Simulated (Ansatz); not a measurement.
Start from Zr in the hcp (Mg type) structure (space group P6_3/mmc, No. 194; a = 3.182 Å, c = 5.124 Å; relaxed with 0.1 eV smearing). Axes: x lies along a and z along c of the hexagonal cell.

Level of theory: Ansatz (a program for electronic structure) PBEsol, without spin-orbit coupling.

Modification: uniaxial strain ε_zz = −3.00 %, all other strain components held at zero; the atoms relax in the strained cell.

### Question
Predict the stress tensor and what it implies for the stiffness.

### Answer
Stress of the strained cell less that of the base (GPa, compression positive):
```
    2.3     0.0     0.0
    0.0     2.3     0.0
    0.0     0.0     5.6
```

Then −Δσ_ii/ε with ε = -0.0300 gives secant stiffness values (nonlinear terms included at this strain): C33 ≈ 187 GPa, C13 ≈ 78 GPa and C23 ≈ 78 GPa.

As a check, the harmonic strain energy −½ V₀ Δσ:ε is 12 meV/atom; the computed energy rise is 11 meV/atom.

Stability against distortions was not tested. All final runs are without spin polarisation.
